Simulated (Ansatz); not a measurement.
The structure below was relaxed with PBEsol in Ansatz (plane waves to 420 eV, PAW, scalar-relativistic without spin-orbit coupling), at pressure 4.5 GPa.

Space group I-42d (No. 122); a = b = 5.337 Å, c = 10.539 Å, α = β = γ = 90.00°

```csv
atom,site,symmetry,x,y,z
Zn,4a,-4..,0.0000,0.0000,0.0000
Ge,4b,-4..,0.0000,0.0000,0.5000
P,8d,.2.,0.2505,0.2500,0.1250
```

Q: Write out a cell with all atoms.

A: 
```xyz
16
Lattice="5.3374 0.0000 0.0000 0.0000 5.3374 0.0000 0.0000 0.0000 10.5386" Properties=species:S:1:pos:R:3 pbc="T T T"
Zn     0.0000     0.0000     0.0000
Zn     0.0000     2.6687     2.6347
Ge     2.6687     2.6687     0.0000
Ge     2.6687     0.0000     2.6347
P      4.0003     4.0031     1.3173
P      1.3344     4.0059     3.9520
P      1.3372     1.3344     1.3173
P      4.0031     1.3315     3.9520
Zn     2.6687     2.6687     5.2693
Zn     2.6687     0.0000     7.9040
Ge     0.0000     0.0000     5.2693
Ge     0.0000     2.6687     7.9040
P      1.3315     1.3344     6.5866
P      4.0031     1.3372     9.2213
P      4.0059     4.0031     6.5866
P      1.3344     4.0003     9.2213
```
This is the conventional cell.

Load acts through the strain it causes; cell and atoms are relaxed under it. No phonon test of stability was made. The cell was made from ZnGeP₂ in the chalcopyrite structure (space group I-42d, No. 122) by this change: pressure 4.5 GPa.

Ansatz is a first-principles code.
